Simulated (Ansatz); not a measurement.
A computed series for Al2Cu: response to strain

Consider Al$_{2}$Cu (space group I4/mcm, No. 140; a = 6.0058 Å, c = 4.7897 Å). Axes: x, y, z lie along a, b, c of the conventional cell.

Strains are applied to the cell and any free atomic positions relax; under biaxial strain the out-of-plane vector relaxes too; under stress the whole cell relaxes.

Level of theory: r2SCAN, PAW, 500 eV (Ansatz, a first-principles code; no SOC).

Candidates:
(a) isotropic strain +5.84 %
(b) biaxial strain +0.92 %, plane normal [001], relaxed out of plane
(c) uniaxial stress, 1 GPa tension along x

Notes on the quantities. energy relative to the base: free energy F.

Problem. Order them by energy relative to the base, lowest first.

Solution. (c) uniaxial stress, 1 GPa tension along x (+0.3 meV/atom), (b) biaxial strain +0.92 %, plane normal [001], relaxed out of plane (+1.7 meV/atom), (a) isotropic strain +5.84 % (+128 meV/atom)

A biaxial case was relaxed in a doubled cell and then solved in the primitive one. Without a gap, meshes like the base's 12×12×12 leave anisotropic stresses uncertain by several tenths of a GPa, and small strain energies with them. Stability under load was not tested beyond the relaxation. All final runs are without spin polarisation.
